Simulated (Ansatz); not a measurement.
# Worked sum: energy of one form of Cs3Bi2I9 over another

Consider the energy of one form of Cs3Bi2I9 over another. The value is E(A) − E(B), in meV per atom.

A: Cs3Bi2I9 (P-3m1), 14 atoms in the cell; this is a cell whose start was taken from, or built on, an entry of a structure database, and that this text hasn't matched to a measured one.
```xyz
14
Lattice="8.7431 0.0000 0.0000 -4.3716 7.5718 0.0000 0.0000 0.0000 10.8077" Properties=species:S:1:pos:R:3 pbc="T T T"
I      2.1830     6.3082     3.6065
I     -2.1830     6.3082     3.6065
I      0.0000     2.5271     3.6065
I      4.3716     5.0446     7.2011
I      6.5546     1.2636     7.2011
I      2.1886     1.2636     7.2011
Bi     4.3716     2.5239     8.7884
Bi     0.0000     5.0478     2.0193
Cs     0.0000     0.0000     0.0000
Cs     4.3716     2.5239     3.5621
Cs     0.0000     5.0478     7.2456
I      6.5573     3.7859     0.0000
I      2.1858     3.7859     0.0000
I      4.3716     0.0000     0.0000
```

B: Cs3Bi2I9 (P6₃/mmc), 28 atoms in the cell. Conventional cell: a = b = 8.6576 Å, c = 22.2452 Å, α = β = 90.00°, γ = 120.00°.

Setting: static, neutral cells in Ansatz (PAW) whose structures rest at the PBE level. Ansatz (an electronic-structure program) runs with its default PAW set. Other levels take these structures. The lattices are those relaxed with PBE, so at other levels the solids can be strained, which adds to the spread. Larger cells are relaxed on a coarser mesh till forces fall under 0.03 eV/Å, which some starts already meet. A dispersion term (D3(BJ), or D4 for r2SCAN) was computed beside these levels and is taken off wherever the name lacks it. Spin-orbit coupling is left out.

Total energies of the cells in eV, at zero smearing width. They compare only within one column; the weights balance every element.

```json
[
 {"cell": "A: Cs3Bi2I9 (P-3m1)", "atoms": "14", "weight": "+2", "r2SCAN": "-109647.55629", "PBE+D3(BJ)": "-109438.70415"},
 {"cell": "B: Cs3Bi2I9 (P6₃/mmc)", "atoms": "28", "weight": "−1", "r2SCAN": "-219295.34840", "PBE+D3(BJ)": "-218877.69072"}
]
```

r2SCAN: 2 × (-109647.55629) − (-219295.34840) = 0.236 eV; dividing by 28 atoms gives 8 meV/atom.

PBE+D3(BJ): 2 × (-109438.70415) − (-218877.69072) = 0.282 eV; dividing by 28 atoms gives 10 meV/atom.

What follows from the r2SCAN value: Against the thermal energy at 300 K, k_BT = 25.9 meV, the difference of 8.4 meV per atom is 0.32 k_BT. To turn the order at 1000 K, where k_BT = 86.2 meV, the higher one would need 0.097 k_B per atom more entropy.
